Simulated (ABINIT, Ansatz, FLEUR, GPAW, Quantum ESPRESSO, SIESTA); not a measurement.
One structure in several programs: Li (R-3m, 3 atoms in the cell)

Self-consistent single point, at a second geometry (lattice scaled by 0.98). First geometry:

```
CELL_PARAMETERS angstrom
      1.50901     0.87123     7.30958
     -1.50901     0.87123     7.30958
      0.00000    -1.74246     7.30958
ATOMIC_POSITIONS crystal
  Li 0.77703 0.77703 0.77703
  Li 0.22297 0.22297 0.22297
  Li 0.00000 0.00000 0.00000
```

Shared settings, as Ansatz (an electronic-structure program) writes them: kpoints.mp_grid.grid = 10 10 10; scf.occupations.method = gaussian; scf.occupations.width = 0.2 eV. Potentials and cutoffs stand in the table.

```tsv
code	model	ΔF from the first geometry (meV/atom)	pressure (GPa)	largest force (eV/Å)	cutoff
Ansatz	LDA (PW92), PAW files made with PBE	1.9	0.77	0.036	default
GPAW	LDA (Perdew-Wang 92), GPAW PAW datasets LDA (gpaw-data 1.0.1)	2.9	0.93	0.037	600 eV
Quantum ESPRESSO	LDA (PW92), PseudoDojo standard norm-conserving (LDA) pseudopotentials	2.0	0.77	0.037	75 Ry
SIESTA	LDA PW92, numerical atomic orbitals DZP, PseudoDojo LDA standard norm-conserving potentials (rewritten from UPF to PSML)	6.3	1.52	0.046	grid 400 Ry
ABINIT	LDA (PW92), norm-conserving pseudopotentials (PseudoDojo nc-sr-04 LDA standard)	2.0	0.76	0.037	37 Ha
FLEUR	LDA (Perdew-Zunger), all-electron FLAPW (FLEUR), scalar-relativistic valence	–	–	0.037	Kmax 4.5 1/bohr
```

A dash marks a value that a program does not give, or that is left out as unsure.

The spread over the programs that give each value: ΔF from the first geometry within 4.4 meV/atom; pressure within 0.76 GPa; largest force within 0.010 eV/Å.

SIESTA uses small atom-centred bases, whose incompleteness enters pressures, forces and empty levels differently from a plane-wave cutoff. FLEUR treats all electrons, but the usual bases taken here (sphere radii, linearisation, local orbitals, empty states) were not tested for convergence, so the values are no reference for the others. Ansatz's pressure is given at a fixed set of plane waves, as the other plane-wave codes print theirs.

The starting cell comes from a database of computed structures (which also holds hypothetical and non-ambient phases and stackings), without a prior relaxation at this level. Its lattice was rescaled by a random factor within 2.5 % of one. For this run, on top of that: lattice scaled by 0.98.

Left out of this page: Elk (not drawn, or without a comparable value).

Keys are those of Ansatz 0.2.
